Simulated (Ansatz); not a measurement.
A computed series for TlBr: pressure series

Take TlBr in the rock salt structure (space group Fm-3m, No. 225; a = 6.560 Å; a cell from a computed database, its experimental status unchecked) as the base.

Cell and atoms are relaxed at each pressure.

Method: Ansatz (a quantum-chemistry and plane-wave program), PBEsol, PAW, cutoff 420 eV, scalar-relativistic without spin-orbit coupling, earlier PAW set.

Base values:

Band gap: 1.84 eV

Q: The aim is a band gap between 2.21 eV and 2.39 eV. Which of these changes reaches it?
(A) pressure 4.5 GPa
(B) pressure 9 GPa
(C) pressure 2.1 GPa
(D) pressure −2 GPa

A: D, pressure −2 GPa. It gives 2.30 eV; pressure 2.1 GPa gives 1.48 eV; pressure 9 GPa gives 0.64 eV; pressure 4.5 GPa gives 1.15 eV. Changes not listed may reach it too

Spin-orbit coupling, missing from the scalar runs, can matter with Tl. Load acts through the strain it causes; cell and atoms are relaxed under it. Whether these cells are dynamically stable was not tested. Competing high-pressure phases were not computed. This is not the structure that TlBr has at room temperature and ambient pressure.
